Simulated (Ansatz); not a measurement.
MoS2: electrons 5.0×10^21 cm⁻³

Take MoS₂ (space group P6_3/mmc, No. 194; a = 3.1730 Å, c = 12.4366 Å; layered, stacked along the Cartesian z axis) as the base.

One thing is altered: electron doping at 5.0×10^21 cm⁻³ (0.542 per cell), with a uniform compensating background at fixed cell and a 300 K Fermi–Dirac width.

Calculations: r2SCAN+rVV10 (Ansatz, an electronic-structure program), no SOC. k-mesh 17×17×4 (Γ-centred); smearing 0.0259 eV (Fermi–Dirac).

* **Gap between the host's bands**: 0.98 eV (base 1.01 eV)
* **Gap character**: indirect, Γ → K–Γ (47 % along) (base indirect, Γ → K–Γ (47 % along))
* **Largest internal atomic displacement**: 0.012 Å
* **Fermi level relative to the doped band's edge (positive inside the band; to 0.05 eV)**: +0.35 eV

Final structure:

```yaml
crystal:
  lattice:
    - [3.17300, 0.00000, 0.00000]
    - [-1.58650, 2.74790, 0.00000]
    - [0.00000, 0.00000, 12.43657]
  atoms:
    - { symbol: Mo, position: [0.33333, 0.66667, 0.25000] }
    - { symbol: Mo, position: [0.66667, 0.33333, 0.75000] }
    - { symbol: S, position: [0.33333, 0.66667, 0.62396] }
    - { symbol: S, position: [0.66667, 0.33333, 0.12396] }
    - { symbol: S, position: [0.66667, 0.33333, 0.37604] }
    - { symbol: S, position: [0.33333, 0.66667, 0.87604] }
```
Cell charge -0.542177.

Cost of the whole job for the changed cell (relaxation, final SCF and bands): roughly 3 core-minutes.

Carriers are added with a uniform compensating background; total energy and stress of such cells depend on the potential's zero and are not compared; many-body gap narrowing is missing at this level. No phonon test of stability was made.
